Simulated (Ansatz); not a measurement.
Structures of equal composition on the (000-1) surface of 4H silicon carbide (C plane on top): 2x2 Si adatom at H3; 2x2 Si adatom at T1; 2x2 Si adatom at T4. The slabs share one bottom face, and each structure is named by its start. These are constructed structures in small cells; real faces may alloy, dewet or reconstruct in larger ones, and not all known structures of the face are among them. Slabs of about 11 Å with all that they carry, Fermi-Dirac smearing of 0.025 eV. Bottom of the slabs: H caps. Relaxed from the named starts with such symmetry as they have, on meshes of like density; energies extrapolated to zero smearing; no spin-orbit coupling, no U. Spin-polarised runs, if any, are marked in brackets, and their order is one that fits the cell; the others ran without spin. Where a second, spin-polarised start was run, the lower counts.

Host crystal: 4H silicon carbide, with a band gap (PBE, scalar-relativistic without spin-orbit coupling).

All values below come from PBE (plane waves to 420 eV, PAW; Ansatz, a quantum-chemistry and plane-wave program).

Task: Rank these by energy per 1x1 cell (lowest first), as PBE gives it.

Result: 2x2 Si adatom at H3 (0.000 eV), 2x2 Si adatom at T4 (0.289 eV, a narrow gap of 0.08 eV by band count), 2x2 Si adatom at T1 (0.677 eV, no gap over 0.04 eV on the mesh)
